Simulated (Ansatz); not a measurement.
# Electron-phonon data for AuAl2 (Fm-3m)

Input:

```
Al2Au
1.0
    0.00000     3.00190     3.00190
    3.00190     0.00000     3.00190
    3.00190     3.00190     0.00000
Al Au
2 1
Direct
  0.25000   0.25000   0.25000
  0.75000   0.75000   0.75000
  0.00000   0.00000   0.00000
```

Level of theory: PBEsol, DFPT electron-phonon coupling, linearised Boltzmann equation (plane waves, PAW, scalar-relativistic; Ansatz, a program for electronic structure). How the cell was made: relaxed with this functional, without spin-orbit coupling.

* **resistivity at 300 K**: 6.0 μΩ·cm
* **resistivity at 77 K**: 0.73 μΩ·cm
* **electron mean free path at 300 K (weighted by the current that each state carries)**: 18.6 nm
* **electron-phonon coupling λ**: 0.33
* **transport coupling λ_tr**: 0.31
* **logarithmic mean phonon energy**: 18.2 meV
* **density of states at the Fermi level**: 0.45 states/(eV·spin·cell)
* **Drude plasma energy**: 7.5 eV
* **Hall coefficient at 300 K**: 17.7 ×10⁻¹¹ m³/C
* **Tc for μ* = 0.10 (anisotropic Eliashberg)**: below 1 K
* **Tc for μ* = 0.13 (anisotropic Eliashberg)**: below 1 K

A metal at this level (no band gap). Only scattering by harmonic phonons is included (no impurities, grain boundaries, electron-electron scattering or thermal expansion). Spin-orbit coupling is left out, which matters with elements this heavy. Halving the electron mesh (24x24x24) moves the resistivity by up to 8 % at 300 K, the mean free path by up to 3 %, the coupling by up to 2 %. Smearing 0.20 eV; phonons on a 4x4x4 q mesh, which this run doesn't test and which matters most at low temperature. Tc comes from the anisotropic Migdal-Eliashberg equations with μ*, a chosen number, referred to 26 meV.
